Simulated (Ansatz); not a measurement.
**ZnS in the zinc blende structure (space group F-43m, No. 216)**

Space group F-43m (No. 216); a = b = c = 5.357 Å, α = β = γ = 90.00°

| atom | site | symmetry | x | y | z |
|---|---|---|---|---|---|
| Zn | 4a | -43m | 0.0000 | 0.0000 | 0.0000 |
| S | 4d | -43m | 0.7500 | 0.7500 | 0.7500 |
(The calculation used a cell of 2 atoms; values per cell refer to that cell.)

Calculations: PBEsol in Ansatz (plane waves to 420 eV, PAW, spin-orbit coupling left out). Γ-centred 11×11×11 mesh, Fermi–Dirac width 0.05 eV.

The volume per atom is 19.21 Å³. The density is 4.21 g/cm³, the band gap is 2.09 eV, direct at Γ and the electron mass is 0.17 mₑ. The hole mass (degenerate bands, along [100]) comes out as 0.18, 0.68, 0.68 mₑ, the lowest conduction-band minima above the VBM is Γ 2.09 eV; X along ⟨100⟩ 3.17 eV; L along ⟨111⟩ 3.24 eV and the total energy comes out as -2083.720 eV/atom (σ→0; compares only within this code and set-up).

Masses are band curvatures over ±0.01 Å⁻¹ around the edge. No phonon test of stability was made.

Ansatz is an electronic-structure program.
